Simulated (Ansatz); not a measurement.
The structure below was relaxed with Ansatz (a program for electronic structure) PBE, without spin-orbit coupling, at pressure 4.2 GPa.

Space group F-43m (No. 216); a = b = c = 4.514 Å, α = β = γ = 90.00°

```
atom  site  symmetry       x       y       z
----  ----  --------  ------  ------  ------
N       4c      -43m  0.2500  0.2500  0.2500
Ga      4a      -43m  0.0000  0.0000  0.0000
```

Task: Write out a cell with all atoms.

Result: 
```cif
data_Ga4N4
_chemical_formula_sum 'N4 Ga4'
_space_group_name_H-M_alt 'P 1'
_space_group_IT_number 1
_cell_length_a 4.51352
_cell_length_b 4.51352
_cell_length_c 4.51352
_cell_angle_alpha 90.000
_cell_angle_beta 90.000
_cell_angle_gamma 90.000
loop_
_space_group_symop_operation_xyz
  'x, y, z'
loop_
_atom_site_label
_atom_site_type_symbol
_atom_site_fract_x
_atom_site_fract_y
_atom_site_fract_z
_atom_site_occupancy
N1 N 0.25000 0.25000 0.25000 1
Ga1 Ga 0.00000 0.00000 0.00000 1
N2 N 0.25000 0.75000 0.75000 1
Ga2 Ga 0.00000 0.50000 0.50000 1
N3 N 0.75000 0.25000 0.75000 1
Ga3 Ga 0.50000 0.00000 0.50000 1
N4 N 0.75000 0.75000 0.25000 1
Ga4 Ga 0.50000 0.50000 0.00000 1
```
This is the conventional cell.

Load acts through the strain it causes; cell and atoms are relaxed under it. No phonon test of stability was made. Tetrahedral semiconductors of this kind turn to denser phases somewhere between about 1 and 50 GPa; those were not computed, so compressed cells here can lie past the real transition. The cell was made from GaN in the zinc blende structure (space group F-43m, No. 216) by this change: pressure 4.2 GPa. This is not the structure that GaN has at room temperature and ambient pressure.
